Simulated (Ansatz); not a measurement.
Results of PBE-D3(BJ) (plane waves, PAW; Ansatz, a program for electronic structure) for CsCl-type CuZn.

Run with plane-wave cutoff 520 eV, 18×18×18 k mesh, Fermi–Dirac smearing 0.05 eV, no spin polarisation, scalar-relativistic PAW data made under PBE.

Energies at three volumes about the minimum:

| V (Å³/atom) | E − E_lowest (meV/atom) |
|---|---|
| 12.085 | 2.16 |
| 12.332 | 0.00 |
| 12.579 | 1.99 |

Fit a parabola by hand: where is the minimum, what lattice constant follows, and what is the bulk modulus?

Slopes: (0.00 − 2.16)/(12.332 − 12.085) = -8.745 and (1.99 − 0.00)/(12.579 − 12.332) = 8.057 meV/Å³. Curvature E″ = 2 × (8.057 − (-8.745))/(12.579 − 12.085) = 68.024 meV/Å⁶. From the middle of the first interval, the slope vanishes at V0 = 12.2085 − (-8.745)/68.024 = 12.337 Å³/atom. B = V0 E″ = 12.337 × 68.024 meV/Å³ × 0.1602 GPa per meV/Å³ = 134 GPa. With 2 atoms in the cube, a = (2 × 12.337)^(1/3) = 2.911 Å. The full Birch–Murnaghan fit to all volumes gives V0 = 12.332 Å³/atom and B0 = 134 GPa.

Measured, for comparison: bulk modulus 116 GPa (temperature not stated, not corrected to a static lattice; as tabulated in Nepal et al. (2020), arXiv:2007.11150); lattice constant a 2.958 Å (temperature not stated, not corrected to a static lattice; as tabulated in First-Principles Study on the Electrical and Thermal Conductivities of Cu–Zn …). Computed (rounded) less measured: bulk modulus +16 %.
